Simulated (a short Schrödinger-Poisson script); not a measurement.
Structure: gated Al0.4Ga0.6As/GaAs δ-doped gas, at 20 K.

| layer | material | thickness (nm) | Na (cm⁻³) |
|---|---|---|---|
| 1 | Al0.4Ga0.6As | 20 | - |
| 2 | Al0.4Ga0.6As | 2 | - |
| 3 | GaAs | 6000 | 1e15 |

The device is made up for the run: typed textbook-type constants, with dimensions and the other settings drawn at random. Al0.4Ga0.6As: permittivity 11.76, conduction-band edge (eV) 0.316, gap (eV) 1.923, electron mass (mₑ) 0.1002, Nv at 300 K (cm⁻³) 9e18. GaAs: permittivity 12.9, conduction-band edge (eV) 0, gap (eV) 1.424, Nv at 300 K (cm⁻³) 9e18.

Channel valleys (confinement mass, in-plane density-of-states mass, number): Γ 0.067, 0.067, 1. At the gate the conduction-band edge of layer 1 lies 1.07 eV − eVg above the Fermi level of the channel; the field vanishes at the back. Sheet of ionised δ-doping: +2.5e12 e/cm² at 20 nm from the gate. The barrier under the gate holds no holes. Gaps are held at their typed values at every temperature. Mesh 0.08 nm at interfaces.

From a short Schrödinger-Poisson script (our own, NumPy): 1D Poisson equation in equilibrium, electrons quantum, Hartree (BenDaniel-Duke, 40 states a valley, the channel's in-plane mass for all, wave functions free to enter the barrier), parabolic valleys, classical holes, full ionisation, no traps, pinning or gate leakage.

The same stack at other levels of the model or other numerical settings:

```json
[
 {"run": "base", "sheet density of all electrons at Vg = 0.5 V (cm⁻²)": "1.03e12", "capacitance at Vg = 0.5 V (μF/cm²)": "0.395", "centroid of the channel electrons at Vg = 0.5 V (nm)": "5.36", "gate voltage at 1e11 electrons/cm² (V)": "0.11", "rough cost against the base": "about 1"},
 {"run": "electrons treated as classical, Boltzmann", "sheet density of all electrons at Vg = 0.5 V (cm⁻²)": "1.33e12", "capacitance at Vg = 0.5 V (μF/cm²)": "0.469", "centroid of the channel electrons at Vg = 0.5 V (nm)": "0.37", "gate voltage at 1e11 electrons/cm² (V)": "…", "rough cost against the base": "0.03"},
 {"run": "electrons treated as classical, Fermi-Dirac", "sheet density of all electrons at Vg = 0.5 V (cm⁻²)": "…", "capacitance at Vg = 0.5 V (μF/cm²)": "0.394", "centroid of the channel electrons at Vg = 0.5 V (nm)": "…", "gate voltage at 1e11 electrons/cm² (V)": "0.09", "rough cost against the base": "0.1"},
 {"run": "electrons treated as quantum, Hartree plus LDA exchange-correlation", "sheet density of all electrons at Vg = 0.5 V (cm⁻²)": "1.06e12", "capacitance at Vg = 0.5 V (μF/cm²)": "0.397", "centroid of the channel electrons at Vg = 0.5 V (nm)": "5.04", "gate voltage at 1e11 electrons/cm² (V)": "0.10", "rough cost against the base": "about 1"},
 {"run": "mesh six times as coarse", "sheet density of all electrons at Vg = 0.5 V (cm⁻²)": "1.03e12", "capacitance at Vg = 0.5 V (μF/cm²)": "0.395", "centroid of the channel electrons at Vg = 0.5 V (nm)": "5.35", "gate voltage at 1e11 electrons/cm² (V)": "0.11", "rough cost against the base": "0.3"},
 {"run": "one subband a valley", "sheet density of all electrons at Vg = 0.5 V (cm⁻²)": "1.03e12", "capacitance at Vg = 0.5 V (μF/cm²)": "0.391", "centroid of the channel electrons at Vg = 0.5 V (nm)": "5.19", "gate voltage at 1e11 electrons/cm² (V)": "0.11", "rough cost against the base": "0.3"}
]
```

Q: Some entries are withheld; supply them.

A: 
- electrons treated as classical, Fermi-Dirac, centroid of the channel electrons at Vg = 0.5 V (nm): 4.15
- electrons treated as classical, Fermi-Dirac, sheet density of all electrons at Vg = 0.5 V (cm⁻²): 1.08e12
- electrons treated as classical, Boltzmann, gate voltage at 1e11 electrons/cm² (V): 0.08

The classical rows ignore confinement, and Boltzmann statistics overrate the density once the band edge passes the Fermi level.
